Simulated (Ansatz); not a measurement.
Start from Nb in the bcc (W type) structure (space group Im-3m, No. 229; a = 3.310 Å).

All numbers come from DFT with PBE, PAW potentials and a 420 eV plane-wave cutoff in Ansatz (an electronic-structure program), spin-orbit coupling left out.

Base values:

Pressure: 0.0 GPa

Perturbation: an isotropic linear strain of −1.37 %, atoms relaxed at fixed cell.

**Question.** How does this affect the energy relative to the base?

**Answer.** The energy rises by 17 meV/atom.

**Question.** What does the calculation give for the pressure after the change?

**Answer.** The pressure goes from zero to 7.6 GPa.

No phonon test of stability was made. All final runs are without spin polarisation.
